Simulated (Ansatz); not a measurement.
A computed series for Mo: response to strain

The parent structure is Mo in the bcc (W type) structure (space group Im-3m, No. 229; a = 3.112 Å; relaxed with 0.1 eV smearing). Axes: x, y, z lie along the cube axes.

Strains are applied to the cell and any free atomic positions relax.

All numbers come from Kohn–Sham DFT with the LDA functional, run in Ansatz (an electronic-structure program) with PAW and 420 eV plane waves, scalar-relativistic without spin-orbit coupling.

Notes on the quantities. pressure: mean of the normal stresses, compression positive; energy relative to the base: free energy F.

| variant | pressure | energy relative to the base | shortest interatomic distance |
|---|---|---|---|
| base | 0.0 GPa | 0 meV/atom | 2.695 Å |
| uniaxial strain ε_zz = −2.50 % | 7.9 GPa | +16 meV/atom | 2.672 Å |
| uniaxial strain ε_zz = −2.00 % | 6.2 GPa | +10 meV/atom | 2.677 Å |
| uniaxial strain ε_zz = −1.50 % | 4.6 GPa | +5.6 meV/atom | 2.681 Å |
| uniaxial strain ε_zz = −1.00 % | 3.0 GPa | +2.5 meV/atom | 2.686 Å |
| uniaxial strain ε_zz = −0.50 % | 1.5 GPa | +0.6 meV/atom | 2.690 Å |
| uniaxial strain ε_zz = +1.50 % | -4.2 GPa | +5.3 meV/atom | 2.708 Å |
| uniaxial strain ε_zz = +2.00 % | -5.5 GPa | +9.3 meV/atom | 2.713 Å |
| uniaxial strain ε_zz = +2.50 % | -6.8 GPa | +14 meV/atom | 2.717 Å |
| uniaxial strain ε_zz = +3.00 % | -8.0 GPa | +20 meV/atom | 2.722 Å |

Whether these cells are dynamically stable was not tested. The final runs are not spin-polarised.
